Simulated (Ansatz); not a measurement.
For GeSe (model structure, started from the WC type, P-6m2, No. 187, 2 atoms in the cell), PBEsol in Ansatz (plane waves, PAW) gives:

```
Quantity                        Value
---------------------  --------------
lattice constant a            3.695 Å
lattice parameter c           3.635 Å
enthalpy of formation  -0.073 eV/atom
```

What does PBE-D3(BJ) in Ansatz (PAW) give for the same quantities?


- lattice constant a: 3.716 Å (rises by 0.6 %)
- lattice parameter c: 3.655 Å (rises by 0.6 %)
- formation enthalpy: -0.079 eV/atom (moves by -0.006 eV/atom)

Changes are worked out from the printed values.

Unless a cell is named, each level is at its own relaxed cell (PBEsol 21.50, PBE-D3(BJ) 21.86 Å³/atom).

Caveats: a distance lies near a switch of the dispersion term, which can move the cell (PBE-D3(BJ)). Ansatz's density-functional and Hartree–Fock values are scalar-relativistic unless marked +SOC, with PAW data made under PBE.

A model structure was made by putting elements into a prototype or built by hand; it is no filed structure, need not be a known phase, and can be a saddle point held by its symmetry.

Ansatz is a quantum-chemistry and plane-wave program.
